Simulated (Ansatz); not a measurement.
**Lu: strain along the normal**

Lu (hcp, P6_3/mmc, 29.181 Å³/atom at rest, c along z) under an equal strain ε in the (0001) plane with the normal axis free, as in a coherent film. PBE in Ansatz, a plane-wave DFT program (PAW, default set), 420 eV, 19×19×11 Γ-centred mesh, Fermi-Dirac smearing 0.10 eV; ions are relaxed within the symmetry of each cell.

Here s stands for strain and y for normal strain.

```csv
strain (%),normal strain (%)
-3.00,?
-1.50,0.75
-1.00,0.50
-0.50,0.25
0.00,0.00
0.50,-0.23
1.00,-0.46
1.50,-0.68
```

**Question.** Using a straight line, estimate the missing y at s = -3.00 from the other rows, showing the fit.

**Answer.** Means: s 0, y 0.019. About the means, the sum of products is -3.3450 and the sum of squares of s is 7.0000; the slope is their ratio. Least squares gives y = 0.019 - 0.4779·s. Residuals (row less fit): 0.014, 0.003, -0.008, -0.019, -0.010, -0.001, 0.018; standard error 0.015 (degrees of freedom: 5). The slope, -0.48 ± 0.01, is the elastic response of the normal axis, −2C13/C33. At the withheld row, y = 0.019 - 0.4779 × (-3.0) = 1.453%. The calculation gives 1.58%, 0.127% above the prediction (5.6 % of the range of y in the table). The row lies outside the fitted rows, so this is an extrapolation. From the scatter of the fitted rows alone, a prediction at this place has a standard error of 0.023%, so the miss is 5.5 times that.

One order more, fitted to all 13 runs of the series, follows each within 0.01, so the miss is the next term of a smooth law. In a metal these values are sensitive to mesh and smearing; energies are taken to zero smearing, stresses follow the free energy. Rows are the converged runs of the series near zero and its far end; series whose fitted rows scatter by over a few per cent of the range, as at a crossing or softening among them, aren't shown in this form. Most that stay on the fit to the last digits aren't either.
